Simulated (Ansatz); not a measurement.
The reference is Pd in the fcc (Cu type) structure (space group Fm-3m, No. 225; a = 3.878 Å; relaxed with 0.1 eV smearing). Axes: x, y, z lie along the cube axes.

Structures relaxed with Kohn–Sham DFT with the PBEsol functional, run in Ansatz (an electronic-structure program) with PAW and 420 eV plane waves, no SOC.

Base:

Simulated powder pattern, Co Kα, λ = 1.79026 Å (kinematic, ideal powder, no thermal factors, no anomalous dispersion; the 8 strongest lines at most, above 2 %, up to 2θ = 90°):

```json
[
 {"2θ (°)": "47.13", "I/Imax (%)": "100", "hkl": "(111)"},
 {"2θ (°)": "54.99", "I/Imax (%)": "47", "hkl": "(200)"},
 {"2θ (°)": "81.52", "I/Imax (%)": "30", "hkl": "(220)"}
]
```

After one change:

Simulated powder pattern, Co Kα, λ = 1.79026 Å (kinematic, ideal powder, no thermal factors, no anomalous dispersion; the 8 strongest lines at most, above 2 %, up to 2θ = 90°):

| 2θ (°) | I/Imax (%) |
|---|---|
| 47.57 | 100 |
| 54.99 | 32 |
| 56.53 | 15 |
| 81.52 | 10 |
| 82.80 | 20 |

Q: What was done to the base?
A) uniaxial strain ε_zz = −2.00 %
B) uniaxial strain ε_zz = −2.50 %
C) uniaxial strain ε_zz = −1.50 %
D) uniaxial strain ε_zz = +1.50 %

A: B, uniaxial strain ε_zz = −2.50 %. Its volume per atom is 14.21 Å³ against 14.58 Å³, and its space group is I4/mmm (No. 139).

Stability against distortions was not tested. All final runs are without spin polarisation.
